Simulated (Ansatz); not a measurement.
A hypothetical phase is included: elements placed on a structure type, which no database files for this compound.

By r2SCAN, the system below comes out a metal.

A figure of merit of an interconnect metal is its ballistic conductance per area.

Input:

```
P
1.0
    5.21357     0.00000     0.00000
   -1.73786     4.91540     0.00000
    1.73786     2.45770     4.25686
P
4
Cartesian
 -0.43446   4.91540   2.12843
  3.04125   2.45770   0.00000
  3.04125   0.61443   1.06422
  3.04125   4.30098   1.06422
```

The cell was relaxed by PBE-D3(BJ); by r2SCAN it stands under a pressure of -0.6 GPa.

The current flows along the normal of the first two printed cell vectors, the (110) plane of the conventional cell. No spin-orbit coupling; the value is a mean over 0.1 eV about the Fermi level.

### Question
Give the ballistic conductance per area that r2SCAN (Ansatz, an electronic-structure program) yields.

### Answer
0.34 × 10¹⁵ S/m² for both spins.
